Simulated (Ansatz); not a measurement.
Pressure series in Ga2O3

Base system: Ga$_{2}$O$_{3}$ in the corundum structure (space group R-3c, No. 167; a = 4.9845 Å, c = 13.4410 Å (hexagonal axes)).

Cell and atoms are relaxed at each pressure.

All numbers come from r2SCAN in Ansatz (plane waves to 500 eV, PAW, without spin-orbit coupling), earlier PAW set.

```tsv
pressure (GPa)	volume per atom (Å³/atom)
-2	9.725
-1	9.682
0	9.640
3	9.520
15	9.108
30	8.699
50	8.267
75	?
100	7.497
```

Task: Fit the third-order Birch–Murnaghan form P(V) = (3B₀/2)[(V₀/V)^(7/3) − (V₀/V)^(5/3)]·[1 + (3/4)(B₀′ − 4)((V₀/V)^(2/3) − 1)] (squares taken in P) to the rows shown and predict the withheld row.

Result: Least squares on the printed values gives V₀ = 9.640 Å³/atom, B₀ = 237 GPa, B₀′ = 4.1; this predicts 7.839 Å³/atom, and the run gives 7.842 Å³/atom, 0.003 higher.

Load acts through the strain it causes; cell and atoms are relaxed under it. Stability against distortions was not tested. Competing high-pressure phases were not computed.

Ansatz is a program for electronic structure.
